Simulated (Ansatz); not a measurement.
Base system: ZnSe in the zinc blende structure (space group F-43m, No. 216; a = 5.733 Å).

Calculations: Kohn–Sham DFT with the PBE functional, run in Ansatz (a program for electronic structure) with PAW and 420 eV plane waves, scalar-relativistic without spin-orbit coupling.

For the base:

- Electron mass: 0.090 mₑ (at Γ)
- Width of the top valence band: 2.50 eV

Modification: a negative pressure, −2 GPa.

What does the calculation give for the electron mass and width of the top valence band after the change?

The electron mass changes from 0.090 mₑ (at Γ) to 0.082 mₑ (at Γ); the width of the top valence band decreases by 0.165 eV (2.50 eV → 2.34 eV).

The levels and masses belong to the bands next to the band gap. Load acts through the strain it causes; cell and atoms are relaxed under it. Masses are band curvatures over ±0.01 Å⁻¹ around the edge. Stability against distortions was not tested.
